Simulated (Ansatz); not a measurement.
# How well does each level of theory give the bulk modulus of B20 (FeSi-type) MnSi?

Reference value: 167 GPa (measured, room temperature, not corrected to a static lattice; as tabulated in Study of the compressibility of FeSi, MnSi, and CoS2 (JETP Letters), abstract).

Q: What do LDA, PBE, PBEsol, r²SCAN give, and how far is each from the reference?

A: 
| level (code) | value (GPa) | cell (Å³/atom) | difference (%) |
|---|---|---|---|
| LDA (Ansatz) | 227 | 10.85 | +36 |
| PBE (Ansatz) | 206 | 11.52 | +23 |
| PBEsol (Ansatz) | 220 | 11.17 | +32 |
| r²SCAN (Ansatz) | 185 | 11.83 | +10.8 |

Of the ranked levels r²SCAN (+10.8 %) comes nearest. Among them LDA (+36 %) misses by most. All 4 levels lie above the reference.

The reference isn't brought to a static lattice, while the calculations are for one, so the differences are not the levels' errors alone. A static lattice is as a rule stiffer than a warm one, by over a tenth in soft solids. Spin-polarised runs: LDA (parallel moments), PBE (parallel moments), PBEsol (parallel moments), r²SCAN (parallel moments). Each level is taken at its own relaxed cell. Cutoffs differ between the levels. Ansatz's density-functional and Hartree–Fock values are scalar-relativistic unless marked +SOC, with PAW data made under PBE.

Differences are worked out from the printed values.

Ansatz is a first-principles code.
